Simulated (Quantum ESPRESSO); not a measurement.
## Short convergence ladders for TiB₂Mo (Amm2, 4 atoms in the cell)

```xyz
4
Lattice="3.0671 0.0000 0.0000 0.0000 1.5808 4.2005 0.0000 -1.5808 4.2005" Properties=species:S:1:pos:R:3 pbc="T T T"
Ti     0.0000     0.0000     1.2875
B      1.5336     0.0000     4.6941
B      0.0000     0.0000     3.6960
Mo     1.5336     0.0000     7.1746
```

Base method: PBEsol, GBRV 1.5 ultrasoft (PBESOL) pseudopotentials (plane waves; Quantum ESPRESSO).

Base settings: ecutwfc = 50 Ry; ecutrho = 400 Ry; occupations = smearing; smearing = gauss; degauss = 0.0073499 Ry; potentials = {Ti: ti_pbesol_v1.4.uspp.F.UPF, B: b_pbesol_v1.4.uspp.F.UPF, Mo: mo_pbesol_v1.uspp.F.UPF}; K_POINTS = automatic 5 5 5 0 0 0; conv_thr = 1e-09 Ry; mixing_beta = 0.5.

The count of work is k-points × plane waves × bands × iterations; it is no time. Core times come from one kind of shared machine, to one figure; runs under 30 s give none.

**The k-point mesh at a smearing width of 0.02 eV**

In this ladder: degauss = 0.00147 Ry.

Only quantities that move along the ladder and can be compared are tabulated.

| K_POINTS | free energy less the last step's (meV/atom) | pressure (GPa) | largest difference of a force vector from the last step's (eV/Å) | count of work / last | core time / last (rough) |
|---|---|---|---|---|---|
| automatic 4 4 4 0 0 0 | -1.74 | -2.81 | 0.290 | 0.041 | 0.08 |
| automatic 6 6 6 0 0 0 | -0.27 | -2.66 | 0.023 | 0.10 | 0.1 |
| automatic 8 8 8 0 0 0 | -0.58 | -2.76 | 0.061 | 0.20 | 0.2 |
| automatic 12 12 12 0 0 0 | 0.15 | -2.70 | 0.026 | 0.59 | 0.6 |
| automatic 14 15 15 0 0 0 | 0.00 | -2.72 | 0.000 | 1.0 | 1 |

Coarsest K_POINTS that holds the pressure within 0.05 GPa of the last step, with all finer ones: automatic 8 8 8 0 0 0, at 0.20 of the last step's count of work and about 0.2 of the last step's time; the step before is off by 0.06 GPa.

Coarsest K_POINTS that holds the free energy within 0.5 meV/atom of the last step, with all finer ones: automatic 12 12 12 0 0 0; the step before is off by 0.58 meV/atom.

Coarsest K_POINTS that holds the forces within 0.02 eV/Å: not settled: the last two steps still differ by 0.026 eV/Å, over half the tolerance, so the ladder does not show it.

**The number of bands**

The mesh stays at the base's, so the ladder's end is converged at best in this setting alone.

Only quantities that move along the ladder and can be compared are tabulated.

```csv
nbnd,free energy less the last step's (meV/atom),pressure (GPa),largest difference of a force vector from the last step's (eV/Å)
16,15.60,-2.33,0.140
18,0.00,-2.75,0.000
20,0.00,-2.74,0.000
48,0.00,-2.75,0.000
```

Coarsest nbnd that holds the free energy within 5 meV/atom of the last step, with all finer ones: 18; the step before is off by 16 meV/atom.

Coarsest nbnd that holds the forces within 0.02 eV/Å of the last step, with all finer ones: 18; the step before is off by 0.14 eV/Å.

Coarsest nbnd that holds the pressure within 0.05 GPa of the last step, with all finer ones: 18; the step before is off by 0.42 GPa.

On the base run: the starting cell comes from a database of computed structures (which also holds hypothetical and non-ambient phases and stackings), without a prior relaxation at this level. Its lattice was rescaled by up to half a per cent. One atom was moved a little off its site on purpose. Spin polarisation is off. Without a gap this mesh is coarse (it stands for a supercell whose shortest vector is 15 Å).
